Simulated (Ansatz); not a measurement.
## PBE against r2SCAN: CdSe, pressure −2 GPa

The reference is CdSe in the zinc blende structure (space group F-43m, No. 216; a = 6.196 Å).

(Cell as relaxed with PBE.)

Levels (all Ansatz, a first-principles code, PAW): PBE (420 eV, spin-orbit coupling left out); r2SCAN (500 eV, no SOC).

Each level relaxes its own structure.

```tsv
base	PBE	r2SCAN
volume per atom	29.74 Å³	28.84 Å³
lattice parameter a	11.709 bohr	11.590 bohr
band gap	0.49 eV	1.04 eV
```

Perturbation: a negative pressure, −2 GPa.

```tsv
quantity	PBE	r2SCAN
electron mass	0.044 mₑ (at Γ)	(withheld)
band gap	0.39 eV	(withheld)
lattice parameter a	11.908 bohr	(withheld)
```

Problem. What does r2SCAN give?

Solution. 
- electron mass, r2SCAN: 0.088 mₑ (at Γ)
- band gap, r2SCAN: 0.94 eV
- lattice parameter a, r2SCAN: 11.757 bohr

PBE's band gap lies 0.55 eV below r2SCAN's; PBE's lattice parameter a lies 0.1502 bohr above r2SCAN's (1.3 %). Neither level is exact; r2SCAN is the comparison here, not a measurement.

Load acts through the strain it causes; cell and atoms are relaxed under it. Effective masses come from finite differences of ±0.01 Å⁻¹. Whether these cells are dynamically stable was not tested.
